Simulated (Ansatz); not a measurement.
```xyz
8
Lattice="14.0000 0.0000 0.0000 0.0000 14.0000 0.0000 0.0000 0.0000 5.0213" Properties=species:S:1:pos:R:3 pbc="T T T"
Mg     5.8851     5.8851     0.0000
Se     5.4739     5.4739     2.5106
Se     5.4739     8.5261     0.0000
Mg     5.8851     8.1149     2.5106
Se     8.5261     5.4739     0.0000
Mg     8.1149     5.8851     2.5106
Mg     8.1149     8.1149     0.0000
Se     8.5261     8.5261     2.5106
```

The numbers are results of PBE (plane waves to 420 eV, PAW; Ansatz, an electronic-structure program), not measurements. Mesh 1×1×58. No spin polarisation. One-dimensional cell, images about 11 Å apart. A hypothetical model. Only distortions within the start's symmetry and period were free. Values not marked SOC lack spin–orbit coupling. On relaxing, bonds broke or formed, so the name tells the start alone.

Problem. Tabulate the two highest filled and two lowest empty levels along the axis, from the valence top.

Solution. 
| k (2π/c) | v2 (eV) | v1 (eV) | c1 (eV) | c2 (eV) |
|---|---|---|---|---|
| 0.000 | -0.74 | 0.00 | 2.67 | 3.31 |
| 0.042 | -0.73 | -0.01 | 2.71 | 3.30 |
| 0.083 | -0.69 | -0.05 | 2.82 | 3.30 |
| 0.125 | -0.64 | -0.10 | 3.01 | 3.30 |
| 0.167 | -0.58 | -0.18 | 3.24 | 3.31 |
| 0.208 | -0.53 | -0.28 | 3.34 | 3.52 |
| 0.250 | -0.48 | -0.39 | 3.40 | 3.81 |
| 0.292 | -0.45 | -0.45 | 3.50 | 4.11 |
| 0.333 | -0.43 | -0.43 | 3.62 | 4.42 |
| 0.375 | -0.43 | -0.43 | 3.77 | – |
| 0.417 | -0.43 | -0.43 | 3.94 | – |
| 0.458 | -0.43 | -0.43 | 4.10 | 4.42 |
| 0.500 | -0.43 | -0.43 | 4.27 | 4.27 |
A dash stands for levels within 1 eV of the vacuum level or above it.
